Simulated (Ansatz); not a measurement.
## PBE-D3(BJ) against r2SCAN+rVV10: hypothetical P6_3/mmc PtSe2, isotropic strain +5.34 %

Start from PtSe₂ in the 2H-MoS2 type structure (space group P6_3/mmc, No. 194; a = 3.571 Å, c = 10.967 Å; a hypothetical phase, not in the database extracts checked; layered, stacked along the Cartesian z axis).

(Cell as relaxed with PBE-D3(BJ).)

Levels (all Ansatz, a quantum-chemistry and plane-wave program, PAW): PBE-D3(BJ) (420 eV, scalar-relativistic without spin-orbit coupling); r2SCAN+rVV10 (500 eV, without spin-orbit coupling).

Each level relaxes its own structure.

```
base                 PBE-D3(BJ)  r2SCAN+rVV10
-------------------  ----------  ------------
volume per atom        20.18 Å³      20.94 Å³
lattice parameter a     3.571 Å       3.591 Å
band gap                   zero          zero
```

It is then changed as follows: an isotropic linear strain of +5.34 %; the atoms relax in the strained cell.

| quantity | PBE-D3(BJ) | r2SCAN+rVV10 |
|---|---|---|
| energy relative to the base (free energy F) | +64 meV/atom | ___ |
| largest internal atomic displacement | 0.190 Å | ___ |
| pressure (mean of the normal stresses, compression positive) | -4.8 GPa | ___ |
| band gap | zero | ___ |

Question: What does r2SCAN+rVV10 give?

Answer: 
- energy relative to the base (free energy F), r2SCAN+rVV10: +60 meV/atom
- largest internal atomic displacement, r2SCAN+rVV10: 0.191 Å
- pressure (mean of the normal stresses, compression positive), r2SCAN+rVV10: -4.6 GPa
- band gap, r2SCAN+rVV10: zero

PBE-D3(BJ)'s energy relative to the base lies 4.3 meV/atom above r2SCAN+rVV10's; PBE-D3(BJ)'s pressure lies 0.2 GPa below r2SCAN+rVV10's; the two agree on the band gap. Neither level is exact; r2SCAN+rVV10 is the comparison here, not a measurement.

Stability against distortions was not tested. The final runs are not spin-polarised. PtSe2 has a high density of states at the Fermi level and may be magnetic at this level.
